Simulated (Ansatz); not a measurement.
Input and output of a self-consistent single point for H4BrN (P-43m, 6 atoms in the cell) (Ansatz, an electronic-structure program).

Computed with PBEsol, default PAW files made with PBE (plane waves; Ansatz).

The change in words: lattice scaled by 0.98. Reference geometry:
```
H4BrN
1.0
    4.00010     0.00000     0.00000
    0.00000     4.00010     0.00000
    0.00000     0.00000     4.00010
H Br N
4 1 1
Direct
  0.14921   0.14921   0.85079
  0.14921   0.85079   0.14921
  0.85079   0.85079   0.85079
  0.85079   0.14921   0.14921
  0.50000   0.50000   0.50000
  0.00000   0.00000   0.00000
```

Reference input (self-consistent single point, DFT, PBEsol, plane waves, default PAW files made with PBE): basis.ecutwfc = 420 eV; kpoints.mp_grid.grid = 4 4 4; hamiltonian.xc = pbesol; hamiltonian.pseudopotentials = {kind: paw} (the program's default PAW files); scf.occupations.method = fixed. This run's input differs from it in these lines:

```diff
@@ -3,5 +3,5 @@
   lattice:
-    - [4.00010000, 0.00000000, 0.00000000]
-    - [0.00000000, 4.00010000, 0.00000000]
-    - [0.00000000, 0.00000000, 4.00010000]
+    - [3.92009800, 0.00000000, 0.00000000]
+    - [0.00000000, 3.92009800, 0.00000000]
+    - [0.00000000, 0.00000000, 3.92009800]
   atoms:
```

Output, abridged:

```
SCF iter   1: F=—  HF=-3180.948182 eV  |F-HF|=—  |Δ(HF+E_count)|=         —  Δρ=4.01e-3  dr2=7.35e-3  ethr=1.77e-3  ⟨swp⟩=5.2  Hψ=666  notcnv=0  defer=37
all-band conjugate gradients solve this SCF's bands
preconditioner: auto → none
SCF iter   2: F=—  HF=-3180.945339 eV  |F-HF|=—  |Δ(HF+E_count)|=   2.84e-3  Δρ=1.80e-3  dr2=9.69e-4  ethr=4.60e-5  ⟨swp⟩=2.5  Hψ=309  notcnv=0  defer=37
SCF iter   3: F=—  HF=-3180.944997 eV  |F-HF|=—  |Δ(HF+E_count)|=   3.42e-4  Δρ=4.87e-4  dr2=1.17e-4  ethr=6.06e-6  ⟨swp⟩=2.2  Hψ=210  notcnv=0  defer=37
SCF iter   4: F=—  HF=-3180.945008 eV  |F-HF|=—  |Δ(HF+E_count)|=   1.12e-5  Δρ=1.34e-4  dr2=1.05e-5  ethr=7.32e-7  ⟨swp⟩=2.1  Hψ=189  notcnv=0  defer=34
SCF iter   5: F=—  HF=-3180.945068 eV  |F-HF|=—  |Δ(HF+E_count)|=   5.93e-5  Δρ=3.42e-5  dr2=2.81e-7  ethr=6.59e-8  ⟨swp⟩=2.0  Hψ=185  notcnv=0  defer=18
SCF iter   6: F=-3180.945068 eV  HF=-3180.945068 eV  |F-HF|=6.57e-9  |Δ(HF+E_count)|=   4.25e-7  Δρ=4.39e-6  dr2=1.03e-8  ethr=6.25e-10  ⟨swp⟩=11.4  Hψ=885  notcnv=0
SCF 1 converged in 6 iterations: F = -3180.945068 eV  dr2 = 1.03e-8
Free energy (F): -3180.945068 eV
Internal energy: -3180.945068 eV  (E = F + TS)
E sigma→0 (E₀):  -3180.945068 eV
Fermi energy:    1.521097 eV
--- Forces (eV/Å), atoms counted from 1 ---
  atom   1  H      0.75974068     0.75974068    -0.75974068
  atom   2  H      0.75974068    -0.75974068     0.75974068
  atom   3  H     -0.75974068    -0.75974068    -0.75974068
  atom   4  H     -0.75974068     0.75974068     0.75974068
  atom   5  Br    -0.00000000     0.00000000     0.00000000
  atom   6  N      0.00000000     0.00000000     0.00000000
--- Stress (GPa, compression-positive) ---
        5.703443      -0.000000       0.000000
        0.000000       5.703443      -0.000000
       -0.000000      -0.000000       5.703443
  P = ⅓ Tr σ = 5.7034 GPa (57.034 kbar)
  The stress holds the Pulay correction. Without it, at fixed plane waves, as pw.x and ABINIT print it: P = 5.3424 GPa
```

The run converged in 6 iterations. Against the reference run the free energy goes up by 13.1 meV/atom, the pressure goes from 1.16 to 5.70 GPa, the largest force goes from 0.476 to 1.316 eV/Å and the gap on the mesh goes from 4.080 to 4.356 eV.

The starting cell comes from a database of computed structures (which also holds hypothetical and non-ambient phases and stackings), without a prior relaxation at this level. For this run, on top of that: lattice scaled by 0.98. With a pressure of about 6 GPa the cell is away from its equilibrium volume at this level. Forces in this geometry exceed 1 eV/Å. Ansatz's pressure includes its estimate of the finite-basis (Pulay) stress.

Keys are those of Ansatz 0.2.
